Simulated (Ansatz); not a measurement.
Seebeck coefficient (μV/K, mean over directions) of n-type AlN (P6_3mc) against carrier density, r2SCAN with spin-orbit coupling, rigid bands run with Ansatz (a first-principles code). Computed gap 4.87 eV; densities at which minority carriers matter at this gap, or further valleys turn the trend, are left out. Conductivity mass 0.31 mₑ (harmonic mean over directions), N_c = 4.4e18 cm⁻³ at 300 K.

```csv
electron density,300 K,500 K
1e16 cm⁻³,-738,-805
1e17 cm⁻³,-540,-607
1e18 cm⁻³,-343,-409
3e18 cm⁻³,-252,-316
1e19 cm⁻³,-159,-218
3e19 cm⁻³,-91,…
1e20 cm⁻³,…,-72
3e20 cm⁻³,-22,…
```

**Question.** Complete the blanks.

**Answer.** 
- 3e19 cm⁻³, 500 K: -138
- 1e20 cm⁻³, 300 K: -44
- 3e20 cm⁻³, 500 K: -38

Rigid bands with a gap fixed in temperature, one relaxation time for all states, no polarons or phonon drag, and whether or not such doping can be reached.
